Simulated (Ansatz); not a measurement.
MoS₂ (model structure, started from the 3R-MoS2 type, R3m, No. 160, 3 atoms in the cell) was calculated with PBE (plane waves, PAW; Ansatz, a program for electronic structure).

Numerical settings: plane-wave cutoff 500 eV, 14×14×14 k mesh, Fermi–Dirac smearing 0.05 eV, no spin polarisation, scalar-relativistic PAW data made under PBE.

Cell (relaxed at this level):

```cif
data_Mo3S6
_chemical_formula_sum 'Mo3 S6'
_space_group_name_H-M_alt 'R3m :H'
_space_group_IT_number 160
_space_group_name_Hall 'R 3 -2"'
_cell_length_a 3.18487
_cell_length_b 3.18487
_cell_length_c 22.02536
_cell_angle_alpha 90.000
_cell_angle_beta 90.000
_cell_angle_gamma 120.000
loop_
_atom_site_label
_atom_site_type_symbol
_atom_site_symmetry_multiplicity
_atom_site_Wyckoff_symbol
_atom_site_fract_x
_atom_site_fract_y
_atom_site_fract_z
_atom_site_occupancy
Mo1 Mo 3 a 0.00000 0.00000 0.00001 1
S1 S 3 a 0.00000 0.00000 0.26239 1
S2 S 3 a 0.00000 0.00000 0.40430 1
```
(The calculation used a cell of 3 atoms; values per cell refer to that cell.)

Q: Predict the band gap.

A: 
band gap: 1.50 eV (on the SCF k mesh)

Note: the relaxation could raise the start's symmetry but not lower it, so the cell can be a saddle point; the cell has widely spaced layers and the level no dispersion term, so their spacing and the moduli can rest on weak binding.

Spin–orbit coupling is not included.

Computing time: very roughly 4 core-minutes.

A model structure was made by putting elements into a prototype or built by hand; it is no filed structure, need not be a known phase, and can be a saddle point held by its symmetry.
